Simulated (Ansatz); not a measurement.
```
CELL_PARAMETERS angstrom
      0.00000     1.81398     1.81398
      1.81398     0.00000     1.81398
      1.81398     1.81398     0.00000
ATOMIC_POSITIONS crystal
  N  0.75000 0.75000 0.75000
  B  0.00000 0.00000 0.00000
```

No spin polarisation.

Computed with plane-wave PAW DFT at the PBE level (Ansatz, a first-principles code, 420 eV), without spin-orbit coupling. k-mesh 16×16×16 (Γ-centred); smearing 0.05 eV (Fermi–Dirac).

Q: Predict the hole mass, smallest direct gap and band gap.

A: The hole mass (degenerate bands, along [100]) comes out as 0.50, 0.53, 0.53 mₑ (at Γ). The smallest direct gap is 8.78 eV and the band gap is 4.46 eV.

Load acts through the strain it causes; cell and atoms are relaxed under it. Masses are band curvatures over ±0.01 Å⁻¹ around the edge. No phonon test of stability was made. The cell was made from BN in the zinc blende structure (space group F-43m, No. 216) by this change: pressure −1 GPa.
